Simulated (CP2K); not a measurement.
Band structure of MgBr₂ (P-3m1, 3 atoms in the cell).

```yaml
crystal:
  lattice:
    - [3.76142, 0.00000, 0.00000]
    - [-1.88071, 3.25748, 0.00000]
    - [0.00000, 0.00000, 6.24251]
  atoms:
    - { symbol: Mg, position: [0.00000, 0.00000, 0.00000] }
    - { symbol: Br, position: [0.33333, 0.66667, 0.23348] }
    - { symbol: Br, position: [0.66667, 0.33333, 0.76652] }
```

Method: CP2K with LDA (Pade form), GPW, DZVP-MOLOPT-SR-GTH basis, GTH-PADE potentials (GTH_POTENTIALS).

Settings: CUTOFF = 1000 Ry; REL_CUTOFF = 50 Ry; KPOINTS/SCHEME = MONKHORST-PACK 10 10 6; GAMMA_CENTERED = T; XC_FUNCTIONAL = PADE; Mg/BASIS_SET = DZVP-MOLOPT-SR-GTH-q10; Mg/POTENTIAL = GTH-PADE-q10; Br/BASIS_SET = DZVP-MOLOPT-SR-GTH-q7; Br/POTENTIAL = GTH-PADE-q7; METHOD = GPW; EPS_DEFAULT = 1e-11; EXTRAPOLATION = USE_GUESS; NGRIDS = 5; SCF_GUESS = ATOMIC.

The starting cell comes from a database of computed structures (which also holds hypothetical and non-ambient phases and stackings), without a prior relaxation at this level. Its lattice was rescaled by a random factor within 2.5 % of one. Values carry the incompleteness of an atom-centred basis.

Q: Predict the gap along the standard path and the places of the band edges.

A: The gap along the path is 4.27 eV, direct at Γ to within 0.01 eV.

Levels in eV from the top of the valence band on the SCF mesh, bands 9 to 13:
| point | 9 | 10 | 11 | 12 | 13 |
|---|---|---|---|---|---|
| Γ | -0.57 | -0.21 | -0.21 | 0.00 | 4.27 |
| M | -1.84 | -1.60 | -0.83 | -0.53 | 5.84 |
| K | -2.72 | -2.04 | -1.15 | -1.15 | 6.26 |
| A | -0.50 | -0.50 | -0.28 | -0.28 | 5.72 |
| L | -1.47 | -1.19 | -0.75 | -0.71 | 5.39 |
| H | -3.05 | -2.32 | -0.56 | -0.56 | 6.81 |

Higher empty bands are left out: an atom-centred basis made for the valence describes them poorly.
